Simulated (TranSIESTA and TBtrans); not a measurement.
Device: Cu point contact of 2 atoms in a row between two rods. Leads: fcc Cu rod along [100], layers of 5 and 4 atoms, a = 3.63 Å. Geometry: as built, not relaxed. Transport runs along z; the first 18 and the last 18 of the 69 atoms are the lead cells, repeated to infinity.

```xyz
69
Lattice="13.634 0.000 0.000 0.000 13.634 0.000 0.000 0.000 31.401" Properties=species:S:1:pos:R:3 pbc="F F T"
Cu     6.817     6.817     0.000
Cu     9.384     6.817     0.000
Cu     6.817     9.384     0.000
Cu     4.250     6.817     0.000
Cu     6.817     4.250     0.000
Cu     8.100     8.100     1.815
Cu     5.533     8.100     1.815
Cu     8.100     5.533     1.815
Cu     5.533     5.533     1.815
Cu     6.817     6.817     3.630
Cu     9.384     6.817     3.630
Cu     6.817     9.384     3.630
Cu     4.250     6.817     3.630
Cu     6.817     4.250     3.630
Cu     8.100     8.100     5.445
Cu     5.533     8.100     5.445
Cu     8.100     5.533     5.445
Cu     5.533     5.533     5.445
Cu     6.817     6.817     7.260
Cu     9.384     6.817     7.260
Cu     6.817     9.384     7.260
Cu     4.250     6.817     7.260
Cu     6.817     4.250     7.260
Cu     8.100     8.100     9.075
Cu     5.533     8.100     9.075
Cu     8.100     5.533     9.075
Cu     5.533     5.533     9.075
Cu     6.817     6.817    10.890
Cu     9.384     6.817    10.890
Cu     6.817     9.384    10.890
Cu     4.250     6.817    10.890
Cu     6.817     4.250    10.890
Cu     8.100     8.100    12.705
Cu     5.533     8.100    12.705
Cu     8.100     5.533    12.705
Cu     5.533     5.533    12.705
Cu     6.817     6.817    14.520
Cu     6.817     6.817    16.881
Cu     8.100     8.100    18.696
Cu     5.533     8.100    18.696
Cu     8.100     5.533    18.696
Cu     5.533     5.533    18.696
Cu     6.817     6.817    20.511
Cu     9.384     6.817    20.511
Cu     6.817     9.384    20.511
Cu     4.250     6.817    20.511
Cu     6.817     4.250    20.511
Cu     8.100     8.100    22.326
Cu     5.533     8.100    22.326
Cu     8.100     5.533    22.326
Cu     5.533     5.533    22.326
Cu     6.817     6.817    24.141
Cu     9.384     6.817    24.141
Cu     6.817     9.384    24.141
Cu     4.250     6.817    24.141
Cu     6.817     4.250    24.141
Cu     8.100     8.100    25.956
Cu     5.533     8.100    25.956
Cu     8.100     5.533    25.956
Cu     5.533     5.533    25.956
Cu     6.817     6.817    27.771
Cu     9.384     6.817    27.771
Cu     6.817     9.384    27.771
Cu     4.250     6.817    27.771
Cu     6.817     4.250    27.771
Cu     8.100     8.100    29.586
Cu     5.533     8.100    29.586
Cu     8.100     5.533    29.586
Cu     5.533     5.533    29.586
```

Run with TranSIESTA and TBtrans (open boundaries, self-consistent; PseudoDojo norm-conserving potentials, scalar-relativistic): PAO.BasisSize SZP, PAO.EnergyShift 0.15 eV, XC.Authors PBE, Mesh.Cutoff 150 Ry, ElectronicTemperature 300 K, TBT.Elecs.Eta 0.001 eV, no spin polarisation.

Problem. Give the current of both spins against bias, self-consistently and from the zero-bias transmission integrated over the bias window.

Solution. 
```json
[
 {"V (V)": "0.2", "I self-consistent (μA)": "18.5", "I from the zero-bias T(E) (μA)": "20.2"},
 {"V (V)": "0.4", "I self-consistent (μA)": "32.8", "I from the zero-bias T(E) (μA)": "41.3"},
 {"V (V)": "0.6", "I self-consistent (μA)": "40.4", "I from the zero-bias T(E) (μA)": "58.6"}
]
```

Positive bias raises the left lead's chemical potential. The energy step is 0.02 eV; narrower resonances are cut or missed.

The leads' channel count changes near 0.01 eV, within the thermal window, so values at the Fermi level hang on where that band edge falls.
